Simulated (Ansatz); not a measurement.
For rock-salt CsH, LDA (plane waves, PAW; Ansatz, an electronic-structure program) gives:

* **lattice parameter a**: 6.097 Å
* **enthalpy of formation**: -0.290 eV/atom

What does r²SCAN in Ansatz (plane waves, PAW) give for the same quantities?


- lattice constant a: 6.383 Å (grows by 4.7 %)
- formation enthalpy: -0.260 eV/atom (moves by +0.030 eV/atom)

For comparison: formation enthalpy -0.281 eV/atom (measured, 298 K, copied from a table, unchecked, not corrected to a static lattice; as tabulated in the CRC Handbook).

Changes are worked out from the printed values.

Unless a cell is named, each level is at its own relaxed cell (LDA 28.33, r²SCAN 32.50 Å³/atom).

Ansatz's density-functional and Hartree–Fock values are scalar-relativistic unless marked +SOC, with PAW data made under PBE.
